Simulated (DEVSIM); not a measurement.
Structure: Schottky contact on n-type GaSb, at 300 K.

```
layer (left to right)  material  thickness (μm)  Nd (cm⁻³)  τn (s)  τp (s)
---------------------  --------  --------------  ---------  ------  ------
1                          GaSb           0.820     1.3e16  8.9e-9  8.9e-9
```

Left contact: Schottky, work function 4.5 eV, emission velocity 2.1e6 cm/s. Right contact: ohmic. Voltage is applied to the left contact. Recombination: SRH at mid-gap, radiative, Auger. Mobility is μmin + (μ − μmin)/(1 + (N/Nref)^α).

Constants are typed, rounded textbook-type inputs, not results; the design itself was drawn at random and stands for no fabricated device. Values at 300 K; Nc and Nv go as T^1.5, mobilities as T to minus their exponent, the gap by Varshni's rule with the affinity fixed.

```tsv
parameter	GaSb
gap (eV)	0.726
affinity (eV)	4.06
permittivity	15.7
Nc (cm⁻³)	2.1e17
Nv (cm⁻³)	1.8e19
μn (cm²/Vs)	5000
μp (cm²/Vs)	850
μn,min	1000
μp,min	190
Nref,n	2.8e17
Nref,p	9e17
αn	1.05
αp	0.65
T exponent of μn	2
T exponent of μp	1.7
B (cm³/s)	1e-10
Cn (cm⁶/s)	5e-30
Cp (cm⁶/s)	5e-30
Varshni α (eV/K)	0.00042
Varshni β (K)	140
```

DEVSIM, 1D drift-diffusion, Boltzmann statistics, complete ionisation; no tunnelling, impact ionisation, image-force lowering or self-heating. Metal contacts follow the ideal Schottky-Mott rule: no Fermi-level pinning, no interface dipoles.

Base results: largest field in the device at zero bias (V/cm) 32000; dark forward voltage at 100 A/cm² (V) 0.272; potential step across the device at zero bias (V) 0.368.

**Question.** What follows from this one change: doping Nd of layer 1 1.3e+16 → 3.9e+16 cm^-3?

**Answer.** largest field in the device at zero bias 32000 → 58000 V/cm; dark forward voltage at 100 A/cm² little changed (0.271 V); potential step across the device at zero bias 0.368 → 0.396 V.

**Question.** What follows from this one change: temperature 300 → 450 K?

**Answer.** largest field in the device at zero bias 32000 → 40000 V/cm; dark forward voltage at 100 A/cm² 0.272 → 0.143 V; potential step across the device at zero bias 0.368 → 0.309 V.

**Question.** What follows from this one change: metal work function 4.5 → 4.4 eV?

**Answer.** largest field in the device at zero bias 32000 → 27000 V/cm; dark forward voltage at 100 A/cm² 0.272 → 0.173 V; potential step across the device at zero bias 0.368 → 0.268 V.

**Question.** What follows from this one change: metal work function 4.5 → 4.65 eV?

**Answer.** largest field in the device at zero bias 32000 → 44000 V/cm; dark forward voltage at 100 A/cm² 0.272 → 0.404 V; potential step across the device at zero bias 0.368 → 0.518 V.
